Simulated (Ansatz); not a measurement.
**Question.** Name crystals whose Seebeck coefficient, p-type 1e19 cm⁻³ lies between 340 and 530 μV/K and whose electron conductivity mass lies between 0.154 and 0.24 mₑ, by Ansatz (a first-principles code) with r2SCAN with spin-orbit coupling, rigid bands.

**Answer.** Many crystals can fit; among those computed here:
- CdS (P6_3mc): 382 μV/K, 0.172 mₑ
- ZnS (F-43m): 386 μV/K, 0.21 mₑ
- ZnO (P6_3mc): 432 μV/K, 0.21 mₑ
- GaN (P6_3mc): 420 μV/K, 0.193 mₑ

Masses are for dilute carriers at 300 K, harmonic means over directions unless an axis is named. Seebeck coefficients are for the stated density at 300 K, with one relaxation time for all states and whether or not that doping can be reached.
